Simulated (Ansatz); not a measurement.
Mo on the Al site (Mo_Al) in corundum: one set of geometries, relaxed with PBE, evaluated in Ansatz (PAW, plane waves to 420 eV, 500 eV under r2SCAN) with PBE, r2SCAN.

Set-up: 120-site cell; 2×2×2 Γ-centred k-points; start: the Al site; charged states image-corrected; corrections reach 1.1 eV, so highly charged states may be off by several tenths; flagged in the runs: a host whose relaxation on this sampling wasn't shown to rest.

```tsv
quantity	PBE	r2SCAN
host gap (eV)	5.85	…
ε(+2/+1) above the VBM (eV)	1.61	not settled
ε(+1/0) above the VBM (eV)	2.62	…
ε(0/−1) above the VBM (eV)	5.39	…
largest moment on one atom at charge +1 (μB)	1.02	…
neutral formation energy against fcc Al, bcc Mo (eV)	5.54	…
largest moment on one atom at charge 0 (μB)	1.56	…
largest moment on one atom at charge −1 (μB)	1.02	…
```

**Question.** Given the lower rungs, what does r2SCAN give?

**Answer.** 
- host gap (eV), r2SCAN: 6.73
- ε(+1/0) above the VBM (eV), r2SCAN: 2.69
- ε(0/−1) above the VBM (eV), r2SCAN: 5.93
- largest moment on one atom at charge +1 (μB), r2SCAN: 1.05
- neutral formation energy against fcc Al, bcc Mo (eV), r2SCAN: 5.11
- largest moment on one atom at charge 0 (μB), r2SCAN: 1.61
- largest moment on one atom at charge −1 (μB), r2SCAN: 1.05

Ansatz is a quantum-chemistry and plane-wave program.
